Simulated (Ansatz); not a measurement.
# Hf under a change: biaxial strain −1.50 %, plane normal [001], relaxed out of plane

The reference is Hf in the hcp (Mg type) structure (space group P6_3/mmc, No. 194; a = 3.1983 Å, c = 5.0488 Å; relaxed with 0.1 eV smearing). Axes: x lies along a and z along c of the hexagonal cell.

Now apply this change: biaxial strain −1.50 %, plane normal [001], relaxed out of plane (Cartesian); in-plane vectors clamped, the third vector and the atoms free.

Method: r2SCAN (Ansatz, an electronic-structure program, PAW, no spin-orbit coupling). k-mesh 21×21×12 (Γ-centred); smearing 0.1 eV (Fermi–Dirac).

| quantity | base | changed | shift |
|---|---|---|---|
| space group | P6_3/mmc (No. 194) | P6_3/mmc (No. 194) | – |
| pressure (mean of the normal stresses, compression positive) | 0.0 GPa | 2.3 GPa | +2.3 GPa |
| band gap | zero | zero | – |
| out-of-plane strain | – | +0.98 % | – |
| mean in-plane stress (compression positive) | – | +3.5 GPa | – |

Final structure (turned so that z lies along the plane normal):

```xyz
2
Lattice="3.1503 0.0000 0.0000 1.5752 2.7283 0.0000 0.0000 0.0000 5.0981" Properties=species:S:1:pos:R:3 pbc="T T T"
Hf     3.1503     1.8188     3.8236
Hf     1.5752     0.9094     1.2745
```

Whether these cells are dynamically stable was not tested. The final runs are not spin-polarised.
